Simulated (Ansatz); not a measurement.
Base system: La$_{2}$O$_{3}$ (space group P-3m1, No. 164; a = 3.9065 Å, c = 6.0394 Å). Axes: x lies along a and z along c of the hexagonal cell.

Method: PBEsol, PAW, 420 eV (Ansatz, a program for electronic structure; without spin-orbit coupling), earlier PAW set.

Base values:

* **Electron mass**: 1.3 mₑ (at K)
* **Width of the top valence band**: 0.41 eV

It is then changed as follows: biaxial strain +1.95 %, plane normal [001], relaxed out of plane (Cartesian); in-plane vectors clamped, the third vector and the atoms free.

Problem. What happens to the electron mass, in-plane stress and width of the top valence band?

Solution. The electron mass becomes 1.2 mₑ (at K) (base: 1.3 mₑ (at K)); the mean in-plane stress (compression positive) is -4.2 GPa; the width of the top valence band increases by 0.08 eV, from 0.41 eV to 0.49 eV.

The levels and masses belong to the bands next to the band gap. Effective masses come from finite differences of ±0.01 Å⁻¹. No phonon test of stability was made.
